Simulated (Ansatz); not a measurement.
InP, response to strain

Base system: InP in the zinc blende structure (space group F-43m, No. 216; a = 5.907 Å). Axes: x, y, z lie along the cube axes.

Strains are applied to the cell and any free atomic positions relax; under biaxial strain the out-of-plane vector relaxes too.

Level of theory: r2SCAN, PAW, 500 eV (Ansatz, a quantum-chemistry and plane-wave program; scalar-relativistic without spin-orbit coupling).

Candidates:
(a) biaxial strain +1.25 %, plane normal [111], relaxed out of plane
(b) biaxial strain +1.67 %, plane normal [111], relaxed out of plane
(c) biaxial strain +0.42 %, plane normal [111], relaxed out of plane

Before the change:

```
Property   Result
--------  -------
Band gap  1.03 eV
```

Order them by band gap, highest first.

(c) biaxial strain +0.42 %, plane normal [111], relaxed out of plane (0.96 eV), (a) biaxial strain +1.25 %, plane normal [111], relaxed out of plane (0.84 eV), (b) biaxial strain +1.67 %, plane normal [111], relaxed out of plane (0.78 eV)

No phonon test of stability was made.
